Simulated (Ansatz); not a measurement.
We consider SrTiO₃ (I4/mcm, No. 140, 10 atoms in the cell; start mp-4651), described by PBEsol (Ansatz, an electronic-structure program, PAW).

Run with plane-wave cutoff 520 eV, 10×10×10 k mesh, Fermi–Dirac smearing 0.01 eV, no spin polarisation, scalar-relativistic PAW data made under PBE.

Cell (relaxed at this level):

Space group I4/mcm (No. 140); a = 5.4877 Å, b = 5.4877 Å, c = 7.8090 Å, α = 90.00°, β = 90.00°, γ = 90.00°

| atom | site | symmetry | x | y | z |
|---|---|---|---|---|---|
| Sr | 4b | -42m | 0.0000 | 0.5000 | 0.2500 |
| Ti | 4c | 4/m.. | 0.0000 | 0.0000 | 0.0000 |
| O | 8h | m.2m | 0.2253 | 0.2747 | 0.0000 |
| O | 4a | 422 | 0.0000 | 0.0000 | 0.2500 |
(The calculation used a cell of 10 atoms; values per cell refer to that cell.)

Problem. Predict the band gap.

Solution. 
- band gap = 1.97 eV (on the SCF k mesh)

Note: the relaxation could not lower the start's symmetry, so the cell can be a saddle point above a distorted one.

Spin–orbit coupling is not included.

Static lattice: no zero-point or thermal effects.

A start named mp-… is a Materials Project structure, which need not be a measured phase.
